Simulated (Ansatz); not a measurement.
Start from GaN in the NiAs type structure (space group P6_3/mmc, No. 194; a = 2.969 Å, c = 5.041 Å; a model cell, its experimental status unchecked).

It is then changed as follows: cell and atoms relaxed at a pressure of 7.5 GPa.

Levels (all Ansatz, a program for electronic structure, PAW): PBEsol (420 eV, scalar-relativistic without spin-orbit coupling); HSE06 (420 eV, without spin-orbit coupling).

The geometry is relaxed with PBEsol.

```
Property           Value
---------------  -------
PBEsol band gap  1.38 eV
```

**Question.** How does going to HSE06 change the band gap?

**Answer.** The band gap grows by 1.47 eV, from 1.38 eV to 2.85 eV.

Single points use the geometry relaxed with PBEsol. The hybrid gap comes from the SCF mesh plus the semilocal run's edge points and a few special points and is an upper bound. Load acts through the strain it causes; cell and atoms are relaxed under it. Stability against distortions was not tested. No other phases were tried under pressure. This is not the structure that GaN has at room temperature and ambient pressure.
